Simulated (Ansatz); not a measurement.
A self-consistent single point of ReTc (P3m1, 2 atoms in the cell) with Ansatz (a program for electronic structure).

Computed with PBEsol, default PAW files made with PBE (plane waves; Ansatz).

```
CELL_PARAMETERS angstrom
      2.74105     0.00000     0.00000
     -1.37053     2.37382     0.00000
      0.00000     0.00000     4.42695
ATOMIC_POSITIONS crystal
  Tc 0.66667 0.33333 0.01129
  Re 0.00000 0.00000 0.50000
```

Reference input (self-consistent single point, DFT, PBEsol, plane waves, default PAW files made with PBE): basis.ecutwfc = 500 eV; kpoints.mp_grid.grid = 14 14 8; hamiltonian.xc = pbesol; hamiltonian.pseudopotentials = {kind: paw} (the program's default PAW files); scf.occupations.method = fermi_dirac; scf.occupations.width = 0.1 eV. This run's input differs from it in these lines:

Ansatz 0.2 input:
```diff
@@ -9,3 +9,3 @@
 basis:
-  ecutwfc: 500.0
+  ecutwfc: 450.0
 kpoints:
```

Log, with long lists cut:

```
SCF iter   1: F=—  HF=-16075.639994 eV  |F-HF|=—  |Δ(HF+E_count)|=         —  Δρ=7.82e-2  dr2=3.55e0  ethr=3.10e-3  ⟨swp⟩=5.0  Hψ=12688  notcnv=0
all-band conjugate gradients solve this SCF's bands
preconditioner: auto → none
SCF iter   2: F=—  HF=-16075.298668 eV  |F-HF|=—  |Δ(HF+E_count)|=   3.41e-1  Δρ=5.91e-2  dr2=2.54e0  ethr=3.10e-3  ⟨swp⟩=2.1  Hψ=5176  notcnv=0
   [... lines left out ...]
SCF iter   6: F=—  HF=-16074.965026 eV  |F-HF|=—  |Δ(HF+E_count)|=   6.83e-4  Δρ=8.44e-4  dr2=6.50e-4  ethr=1.19e-5  ⟨swp⟩=2.2  Hψ=4317  notcnv=0
SCF iter   7: F=—  HF=-16074.964887 eV  |F-HF|=—  |Δ(HF+E_count)|=   1.39e-4  Δρ=2.11e-4  dr2=3.80e-5  ethr=2.17e-6  ⟨swp⟩=2.0  Hψ=4347  notcnv=0
SCF iter   8: F=—  HF=-16074.964880 eV  |F-HF|=—  |Δ(HF+E_count)|=   7.07e-6  Δρ=2.69e-5  dr2=5.32e-7  ethr=1.27e-7  ⟨swp⟩=2.0  Hψ=4382  notcnv=0
SCF iter   9: F=-16074.964880 eV  HF=-16074.964880 eV  |F-HF|=1.60e-9  |Δ(HF+E_count)|=   9.45e-8  Δρ=2.09e-6  dr2=1.99e-9  ethr=3.33e-10  ⟨swp⟩=5.5  Hψ=13899  notcnv=0
SCF 1 converged in 9 iterations: F = -16074.964880 eV  dr2 = 1.99e-9
Free energy (F): -16074.964880 eV
Internal energy: -16074.906551 eV  (E = F + TS)
E sigma→0 (E₀):  -16074.935715 eV
Entropy (-TS):   -0.058330 eV (-29.165 meV/atom)
Fermi energy:    23.219903 eV
--- Forces (eV/Å), atoms counted from 1 ---
  atom   1  Tc     0.00000000    -0.00000000    -0.14176151
  atom   2  Re    -0.00000000     0.00000000     0.14173755
--- Stress (GPa, compression-positive) ---
       -1.840536       0.000000      -0.000000
        0.000000      -1.840536       0.000000
       -0.000000       0.000000      -3.377348
  P = ⅓ Tr σ = -2.3528 GPa (-23.528 kbar)
  The stress holds the Pulay correction. Without it, at fixed plane waves, as pw.x and ABINIT print it: P = -2.7265 GPa
```

The run converged in 9 iterations. Against the reference run the free energy goes up by 2.1 meV/atom, the pressure stays at -2.35 GPa and the largest force stays at 0.142 eV/Å.

The starting cell comes from a database of computed structures (which also holds hypothetical and non-ambient phases and stackings), without a prior relaxation at this level. Its lattice was rescaled by up to half a per cent. One atom was moved a little off its site on purpose. Spin polarisation is off. Ansatz's pressure includes its estimate of the finite-basis (Pulay) stress. The cutoff lies below the one recommended for these files.
